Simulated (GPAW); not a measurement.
Pressure against volume in Cu3Au-type Al3Sc (space group 221) (GPAW, LDA)

```xyz
4
Lattice="3.9405 0.0000 0.0000 0.0000 3.9405 0.0000 0.0000 0.0000 3.9405" Properties=species:S:1:pos:R:3 pbc="T T T"
Sc     0.0000     0.0000     0.0000
Al     0.0000     1.9703     1.9703
Al     1.9703     0.0000     1.9703
Al     1.9703     1.9703     0.0000
```

Level of theory: LDA (Perdew-Wang 92), GPAW PAW datasets LDA (gpaw-data 1.0.1) (plane waves; GPAW). Settings: mode = pw; ecut = 780 eV; xc = LDA; kpts = 15 15 15; mesh shift (steps) = 0 0 0; occupations.name = fermi-dirac; occupations.width = 0.05 eV; nbands = -12; convergence.density = 1e-05 e/electron; symmetry.symmorphic = false; symmetry.tolerance = 0.0005; maxiter = 100. The cell above is the first row's. The rows scale it uniformly. In all rows fractional positions and the k mesh are held.

```
V (Å^3/atom)  P (GPa)
------------  -------
15.297           7.84
15.630           5.21
15.962           2.83
16.295           0.69
16.627          -1.24
16.960          -2.98
17.292          -4.55
17.625          -5.96
17.957              ?
```

Using a cubic, estimate the missing P at V = 17.957 from the other rows, showing the fit.

With u = V - 16.5, the rows have u = -1.2030, -0.8700, -0.5380, -0.2050, 0.1270, 0.4600, 0.7920, 1.1250. Least squares gives P = -0.527 - 5.7352·u + 0.9055·u² - 0.0903·u³. Residuals (row less fit): 0.000, 0.003, -0.005, 0.002, 0.001, 0.002, -0.004, 0.002; standard error 0.004 (degrees of freedom: 4). The fitted pressure is zero at V0 = 16.41, where dP/dV = -5.901, so B0 = -V0·dP/dV = 96.8 GPa. At the withheld row, u = 1.4570, so P = -0.527 - 5.7352 × 1.4570 + 0.9055 × 1.4570² - 0.0903 × 1.4570³ = -7.240 GPa. The calculation gives -7.22 GPa, 0.020 GPa above the prediction (0.1 % of the range of P in the table). The row lies outside the fitted rows, so this is an extrapolation. From the scatter of the fitted rows alone, a prediction at this place has a standard error of 0.010 GPa, so the miss is 2.0 times that.

Carrying the step between the two nearest rows on in a straight line would have given -7.37, off by 0.15; series whose last step already gives the withheld value aren't shown. The scan was laid around a cell of about the measured size, scaled by a guess for this functional. The runs keep the symmetry of the cell, so they don't test it for distortions. Cutoffs and mesh are single choices, not tested for convergence of this quantity. Series with a scatter that would blur these digits, or in which a gap closes, are not shown.
